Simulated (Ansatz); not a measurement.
An Ansatz (a program for electronic structure) input (Ansatz PBEsol, no SOC):

Ansatz 0.2 input:
```yaml
crystal:
  lattice:
    - [0, 2.9980016437, 2.9980016437]
    - [2.9980016437, 0, 2.9980016437]
    - [2.9980016437, 2.9980016437, 0]
  atoms:
    - { symbol: In, position: [0, 0, 0] }
    - { symbol: P, position: [0.25, 0.25, 0.25] }
basis: { ecutwfc: 420, ecutrho_ratio: 4, xc_grid: 2, fft_grid_basis: typed }
kpoints: { mp_grid: { grid: [10, 10, 10] } }
hamiltonian:
  xc: pbesol
  dispersion: none
  pseudopotentials: { kind: paw }
scf: { occupations: { method: fermi_dirac, width: 0.05 }, convergence: { dr2_threshold: 0.0000000002 } }
relax: { f_tol: 0.005, max_steps: 50 }
output: { forces: true, stress: true }
checkpoint: { write: state.ck, write_every: 1000 }
```

Q: Which symmetry and how many k-points will the program report, and about how many plane waves at Γ?

A: Space group F-43m (ITA 216) with 24 operations, k-points 47 of 1000, and 1067 plane waves at Γ.

Q: And the final pressure?

A: -3.45 GPa (compression positive).

The cells carry an imposed strain or load. Stability against distortions was not tested. The cell was made from InP in the zinc blende structure (space group F-43m, No. 216) by this change: isotropic strain +2.00 %.
